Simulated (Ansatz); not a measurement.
Take Sn in the diamond structure (space group Fd-3m, No. 227; a = 6.655 Å) as the base.

(Cell as relaxed with PBE.)

Levels (all Ansatz, a first-principles code, PAW): PBE (420 eV, no spin-orbit coupling); r2SCAN (500 eV, scalar-relativistic without spin-orbit coupling).

Each level relaxes its own structure.

| base | PBE | r2SCAN |
|---|---|---|
| volume per atom | 36.85 Å³ | 35.40 Å³ |
| lattice parameter a | 6.655 Å | 6.567 Å |
| band gap | zero | zero |

Perturbation: a negative pressure, −1 GPa.

| quantity | PBE | r2SCAN |
|---|---|---|
| lattice parameter a | 6.724 Å | ? |
| band gap | zero | ? |

Q: What does r2SCAN give?

A: 
- lattice parameter a, r2SCAN: 6.621 Å
- band gap, r2SCAN: zero

PBE's lattice parameter a lies 0.103 Å above r2SCAN's (1.6 %); the two agree on the band gap. Neither level is exact; r2SCAN is the comparison here, not a measurement.

Load acts through the strain it causes; cell and atoms are relaxed under it. Stability against distortions was not tested.
